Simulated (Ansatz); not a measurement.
We consider CaS (model structure, Pm-3m, No. 221, 2 atoms in the cell), described by LDA in Ansatz (plane waves, PAW).

Run with plane-wave cutoff 520 eV, 10×10×10 k mesh, Fermi–Dirac smearing 0.01 eV, scalar-relativistic PAW data made under PBE.

Cell (relaxed at this level):

```xyz
2
Lattice="3.3941 0.0000 0.0000 0.0000 3.3941 0.0000 0.0000 0.0000 3.3941" Properties=species:S:1:pos:R:3 pbc="T T T"
Ca     0.0000     0.0000     0.0000
S      1.6970     1.6970     1.6970
```

### Question
Predict the band gap and direct gap at Γ.

### Answer

band gap: 1.02 eV (direct)
direct gap at Γ: 1.84 eV

Note: the relaxation could raise the start's symmetry but not lower it, so the cell can be a saddle point.

Computed values are for the static lattice.

Computing time: about 4 core-seconds (a rough figure).

A model structure was made by putting elements into a prototype or built by hand; it is no filed structure, need not be a known phase, and can be a saddle point held by its symmetry.

Ansatz is a program for electronic structure.
